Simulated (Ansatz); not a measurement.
We consider YbAl3 (Pm-3m, No. 221; cell taken from a computed entry), described by LDA in Ansatz (plane waves, PAW).

Run with plane-wave cutoff 500 eV, 14×14×14 k mesh, Fermi–Dirac smearing 0.1 eV, no spin polarisation, scalar-relativistic PAW data made under PBE.

Computed at the level's own relaxed cell.

**Question.** What does this level give for the equilibrium volume per atom and lattice parameter a?

**Answer.** 
* **equilibrium volume per atom**: 17.68 Å³/atom
* **lattice parameter a**: 4.136 Å

The run finds no gap.

Note: the relaxation could not lower the start's symmetry, so the cell can be a saddle point above a distorted one; the 4f shell is treated without U or exact exchange, so its levels and filling can be wrong.

Spin–orbit coupling is not included.

The computed numbers hold no vibrational or temperature effects.

Ansatz is a program for electronic structure.
